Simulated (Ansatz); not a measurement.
# How far to go with the k-point mesh: Hf (Fm-3m, 1 atom in the cell)

```
Hf
1.0
    0.00000     2.24644     2.24644
    2.24644     0.00000     2.24644
    2.24644     2.24644     0.00000
Hf
1
Cartesian
  0.00000   0.00000   0.00000
```

Method of the run: LDA (PW92), default PAW files made with PBE (plane waves; Ansatz, a program for electronic structure).

Base settings: basis.ecutwfc = 420 eV; kpoints.mp_grid.grid = 13 13 13; hamiltonian.xc = lda; hamiltonian.pseudopotentials = {kind: paw} (the program's default PAW files); scf.occupations.method = fermi_dirac; scf.occupations.width = 0.1 eV.

The second cell is the first with its lattice scaled by 0.98.

Only quantities that move along the ladder and can be compared are tabulated.

The count of work is k-points × plane waves × bands × iterations; it is no time. 

The starting cell comes from a database of computed structures (which also holds hypothetical and non-ambient phases and stackings), without a prior relaxation at this level. Its lattice was rescaled by up to half a per cent. In the base run, with a pressure of about -9 GPa the cell is away from its equilibrium volume at this level. Ansatz's pressure includes its estimate of the finite-basis (Pulay) stress.

| kpoints.mp_grid.grid | free energy less the last step's (meV/atom) | energy of the compressed cell less the first (meV/atom) | pressure (GPa) | count of work / last |
|---|---|---|---|---|
| 2 2 2 | -494.19 | -103.74 | -13.51 | 0.0017 |
| 3 3 3 | -0.74 | -40.27 | -8.03 | 0.0023 |
| 4 4 4 | 64.84 | -46.51 | -8.45 | 0.0045 |
| 5 5 5 | -47.01 | -53.35 | -9.15 | 0.0056 |
| 6 6 6 | -8.23 | -48.70 | -8.59 | 0.0090 |
| 7 7 7 | 5.43 | -47.56 | -8.54 | 0.011 |
| 8 8 8 | 9.80 | -50.67 | -8.66 | 0.016 |
| 9 9 9 | 1.11 | -46.72 | -8.40 | 0.020 |
| 10 10 10 | -1.22 | -50.07 | -8.75 | 0.027 |
| 11 11 11 | -2.54 | -50.84 | -8.81 | 0.032 |
| 12 12 12 | 0.63 | -50.48 | -8.74 | 0.041 |
| 13 13 13 | 0.28 | -49.01 | -8.63 | 0.047 |
| 15 15 15 | -0.41 | -49.61 | -8.69 | 0.068 |
| 16 16 16 | 0.36 | -49.82 | -8.70 | 0.082 |
| 18 18 18 | -0.07 | -49.67 | -8.69 | 0.11 |
| 20 20 20 | 0.01 | -49.74 | -8.69 | 0.14 |
| 22 22 22 | 0.01 | -49.64 | -8.68 | 0.19 |
| 25 25 25 | 0.02 | -49.66 | -8.68 | 0.26 |
| 27 27 27 | -0.01 | -49.66 | -8.69 | 0.32 |
| 30 30 30 | 0.00 | -49.66 | -8.69 | 0.42 |
| 34 34 34 | 0.00 | -49.66 | -8.69 | 0.60 |
| 37 37 37 | 0.00 | -49.66 | -8.69 | 0.75 |
| 41 41 41 | 0.00 | -49.66 | -8.69 | 1.0 |

Coarsest kpoints.mp_grid.grid that holds the pressure within 1 GPa of the last step, with all finer ones: 3 3 3, at 0.0023 of the last step's count of work; the step before is off by 4.8 GPa.

Coarsest kpoints.mp_grid.grid that holds the energy of the compressed cell less the first within 0.2 meV/atom of the last step, with all finer ones: 15 15 15, at 0.068 of the last step's count of work; the step before is off by 0.65 meV/atom.

Coarsest kpoints.mp_grid.grid that holds the free energy within 1 meV/atom of the last step, with all finer ones: 12 12 12, at 0.041 of the last step's count of work; the step before is off by 2.5 meV/atom.

Keys are those of Ansatz 0.2.
